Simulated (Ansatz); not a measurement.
An Ansatz (a first-principles code) input (PBEsol (Ansatz), spin-orbit coupling left out):

Ansatz 0.2 input:
```yaml
crystal:
  lattice:
    - [-2.5499020486, 2.5499020486, 8.5427023115]
    - [2.5499020486, -2.5499020486, 8.5427023115]
    - [2.5499020486, 2.5499020486, -8.5427023115]
  atoms:
    - { symbol: Ba, position: [0.6751612183, 0.6751612183, 0] }
    - { symbol: Ba, position: [0.3248387817, 0.3248387817, 0] }
    - { symbol: Ba, position: [0.5, 0, 0.5] }
    - { symbol: Ba, position: [0, 0.5, 0.5] }
    - { symbol: As, position: [0.8644047142, 0.8644047142, 0] }
    - { symbol: As, position: [0.1355952858, 0.1355952858, 0] }
    - { symbol: O, position: [0.5, 0.5, 0] }
basis: { ecutwfc: 420, ecutrho_ratio: 4, xc_grid: 2, fft_grid_basis: typed }
kpoints: { mp_grid: { grid: [9, 9, 9] } }
hamiltonian:
  xc: pbesol
  dispersion: none
  pseudopotentials: { kind: paw }
scf: { occupations: { method: fermi_dirac, width: 0.05 }, convergence: { dr2_threshold: 0.0000000007 } }
output: { forces: true, stress: true }
```

### Question
Which symmetry and how many k-points will the program report, and about how many plane waves at Γ?

### Answer
Space group I4/mmm (ITA 139) with 16 operations, k-points 75 of 729, and 4341 plane waves at Γ.

Whether these cells are dynamically stable was not tested. The cell is Ba4As2O (space group I4/mmm, No. 139; a cell from a computed database, its experimental status unchecked).
